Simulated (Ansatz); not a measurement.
## Response to strain in Zr

Base system: Zr in the hcp (Mg type) structure (space group P6_3/mmc, No. 194; relaxed with 0.1 eV smearing).

```yaml
crystal:
  lattice:
    - [3.24432, 0.00000, 0.00000]
    - [-1.62216, 2.80966, 0.00000]
    - [0.00000, 0.00000, 5.15800]
  atoms:
    - { symbol: Zr, position: [0.66667, 0.33333, 0.75000] }
    - { symbol: Zr, position: [0.33333, 0.66667, 0.25000] }
```

Cartesian axes are those of the cell as printed.

Strains are applied to the cell and any free atomic positions relax.

The values are results of r2SCAN in Ansatz (plane waves to 500 eV, PAW, without spin-orbit coupling), not measurements.

Notes on the quantities. energy relative to the base: free energy F.

```csv
variant,energy relative to the base,volume per atom
base,0 meV/atom,23.51 Å³
tensor shear ε_xz = +1.71 %,+2.7 meV/atom,23.50 Å³
tensor shear ε_xz = +2.00 %,+3.7 meV/atom,23.50 Å³
tensor shear ε_xz = +1.14 %,+1.2 meV/atom,23.51 Å³
tensor shear ε_xz = +0.29 %,+0.1 meV/atom,23.51 Å³
tensor shear ε_xz = +1.43 %,+1.9 meV/atom,23.50 Å³
tensor shear ε_xz = +0.86 %,+0.7 meV/atom,23.51 Å³
tensor shear ε_xz = +0.57 %,+0.3 meV/atom,23.51 Å³
```

No phonon test of stability was made. All final runs are without spin polarisation.

Ansatz is a program for electronic structure.
